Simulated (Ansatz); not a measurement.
TiAl3 (I4/mmm, No. 139) was calculated with BLYP (Ansatz, a first-principles code, PAW).

Settings: plane-wave cutoff 520 eV, 20×20×20 k mesh, Fermi–Dirac smearing 0.05 eV, no spin polarisation, scalar-relativistic PAW data made under PBE.

Shape and atoms are relaxed at each volume.

Pressure at four volumes; x = ln(V/16.437 Å³). One pressure is withheld.

| V (Å³/atom) | x | P (GPa) |
|---|---|---|
| 15.780 | -0.0408 | ? |
| 16.109 | -0.0202 | 1.94 |
| 16.437 | 0.0000 | 0.00 |
| 17.095 | 0.0393 | -3.32 |

### Question
Pass a parabola P(x) through the three rows shown, estimate the bulk modulus and its pressure derivative near zero pressure, and predict the withheld pressure.

### Answer
Slopes between the rows: (0.00 − (1.94))/(0.0000 − (-0.0202)) = -96.04 and (-3.32 − (0.00))/(0.0393 − (0.0000)) = -84.48 GPa. Their difference over the span 0.0595 is c = 11.56/0.0595 = 194.3 GPa, so P(x) = 1.94 + (-96.04)(x − (-0.0202)) + 194.3 (x − (-0.0202))(x − (0.0000)). At the middle row B = −dP/dx = −[-96.04 + 194.3 × 0.0202] = 92.1 GPa, and B′ = dB/dP = 2c/B = 4.2. At x = -0.0408 the parabola gives 4.08 GPa; the run gives 4.11 GPa. The Birch–Murnaghan fit to the energies at all volumes has B0 = 92.2 GPa and B′ = 4.4.
